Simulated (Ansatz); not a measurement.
Input and output of a zone-centre phonon calculation for La (P6_3/mmc, 4 atoms in the cell) (Ansatz, an electronic-structure program).

Computed with PBEsol, default PAW files made with PBE (plane waves; Ansatz).

```
La
1.0
    1.87557    -3.24859     0.00000
    1.87557     3.24859     0.00000
    0.00000     0.00000    12.09920
La
4
Direct
  0.00000   0.00000   0.50000
  0.00000   0.00000   0.00000
  0.33333   0.66667   0.25000
  0.66667   0.33333   0.75000
```

Reference input (self-consistent single point, DFT, PBEsol, plane waves, default PAW files made with PBE): basis.ecutwfc = 420 eV; kpoints.mp_grid.grid = 10 10 3; hamiltonian.xc = pbesol; hamiltonian.pseudopotentials = {kind: paw} (the program's default PAW files); scf.occupations.method = fermi_dirac; scf.occupations.width = 0.1 eV. This run's input differs from it in these lines:

```diff
@@ -19,6 +19,5 @@
   occupations: { method: fermi_dirac, width: 0.1 }
-output:
-  forces: true
-  eigenvalues: true
-  stress: true
+  convergence: { dr2_threshold: 1.0e-03 eV }
+phonons:
+  method: dfpt
```

Output (repeated stretches shortened):

```
SCF iter   1: F=—  HF=-24645.142495 eV  |F-HF|=—  |Δ(HF+E_count)|=         —  Δρ=3.48e-3  dr2=1.73e-2  ethr=1.77e-3  ⟨swp⟩=6.5  Hψ=26676  notcnv=0
all-band conjugate gradients solve this SCF's bands
automatic band count: the SCF goes on with 32 bands, as 27 were too few: the levels above may hold too much charge
preconditioner: auto → Kerker (q_TF=auto, 2.230 Å⁻¹)
SCF iter   2: F=—  HF=-24645.139836 eV  |F-HF|=—  |Δ(HF+E_count)|=   2.66e-3  Δρ=2.18e-3  dr2=7.55e-3  ethr=3.92e-5  ⟨swp⟩=2.3  Hψ=4576  notcnv=0
   [... lines left out ...]
SCF iter   4: F=—  HF=-24645.139487 eV  |F-HF|=—  |Δ(HF+E_count)|=   1.14e-5  Δρ=1.22e-4  dr2=1.74e-5  ethr=3.25e-7  ⟨swp⟩=2.1  Hψ=3775  notcnv=0
iter 5 did not close the SCF: its close was put off for the readings that it lacked (scf_convergence_deferred on its scf_iter line)
SCF iter   5: F=-24645.139488 eV  HF=-24645.139488 eV  |F-HF|=5.33e-9  |Δ(HF+E_count)|=   1.04e-6  Δρ=2.02e-5  dr2=4.79e-7  ethr=3.96e-8  ⟨swp⟩=2.6  Hψ=4484  notcnv=0
SCF iter   6: F=-24645.139488 eV  HF=-24645.139488 eV  |F-HF|=3.76e-9  |Δ(HF+E_count)|=   3.02e-8  Δρ=2.93e-6  dr2=1.60e-8  ethr=1.09e-9  ⟨swp⟩=16.5  Hψ=24713  notcnv=0
SCF 1 converged in 6 iterations: F = -24645.139488 eV  dr2 = 1.60e-8
DFPT response loops at Γ: preconditioner auto → Kerker (q_TF=auto, 2.230 Å⁻¹) (partly filled bands, converged f_vac=0.000) …
Free energy (F): -24645.139488 eV
Internal energy: -24644.918676 eV  (E = F + TS)
E sigma→0 (E₀):  -24645.029082 eV
Entropy (-TS):   -0.220812 eV (-55.203 meV/atom)
Fermi energy:    10.995653 eV
--- Phonons (Γ-DFPT): 4 representative perturbations + reference, on 86 of 300 k-points (Σ response iterations 12) ---
  k mesh reduced under 2 symmetry operations, with k and −k counted as one. Each operation leaves every solved perturbation unchanged …
  ASR residual: 1.828e-3 → 0.000e0 eV/Å²; symmetrization residual: 3.780e-5 eV/Å²
  ASR residual per site (eV/Å²): 4.43e-4 4.43e-4 1.83e-3 1.83e-3
  Γ frequencies (cm⁻¹): 0.00 0.00 0.00 32.75 32.75 34.56 34.56 38.09 38.09 64.41 65.75 68.14
  non-analytic LO–TO correction: not included (Born effective charges unavailable; polar crystals: no LO–TO splitting at Γ)
```

The run converged in 6 iterations.  The full log also holds: “iter 5 did not close the SCF: its close was put off for the readings that it lacked (scf_convergence_deferred on its scf_iter line)”.

Summary of the result:
| Property | Value |
|---|---|
| Free energy E − TS (on the zero of these files) | -24645.1395 eV |
| Fermi level (on the code's own zero) | 11.00 eV |
| Zone-centre frequencies (cm⁻¹; negative means imaginary) | 0, 0, 0, 33, 33, 35, 35, 38, 38, 64, 66, 68 |

The starting cell has typed, rounded lattice constants, without a prior relaxation at this level. Its lattice was rescaled by up to half a per cent.

Cost on one core of a shared machine: roughly 3 min.

Keys are those of Ansatz 0.2.
